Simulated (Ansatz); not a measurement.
Cu₂Se in the anti-fluorite structure (space group Fm-3m, No. 225; a model cell, its experimental status unchecked)

```cif
data_Cu8Se4
_chemical_formula_sum 'Se4 Cu8'
_space_group_name_H-M_alt 'Fm-3m'
_space_group_IT_number 225
_space_group_name_Hall '-F 4 2 3'
_cell_length_a 5.71861
_cell_length_b 5.71861
_cell_length_c 5.71861
_cell_angle_alpha 90.000
_cell_angle_beta 90.000
_cell_angle_gamma 90.000
loop_
_atom_site_label
_atom_site_type_symbol
_atom_site_symmetry_multiplicity
_atom_site_Wyckoff_symbol
_atom_site_fract_x
_atom_site_fract_y
_atom_site_fract_z
_atom_site_occupancy
Se1 Se 4 a 0.00000 0.00000 0.00000 1
Cu1 Cu 8 c 0.25000 0.25000 0.25000 1
```
(The calculation used a cell of 3 atoms; values per cell refer to that cell.)

Level of theory: plane-wave PAW DFT at the PBEsol level (Ansatz, a first-principles code, 420 eV), scalar-relativistic without spin-orbit coupling. Γ-centred 14×14×14 mesh, Fermi–Dirac width 0.05 eV.

- Volume per atom: 15.58 Å³
- Density: 7.32 g/cm³
- Band gap: zero
- Total energy: -6200.551 eV/atom (σ→0; compares only within this code and set-up)

Whether these cells are dynamically stable was not tested. All final runs are without spin polarisation. The zero or small gap of Cu2Se can change with the level of theory.
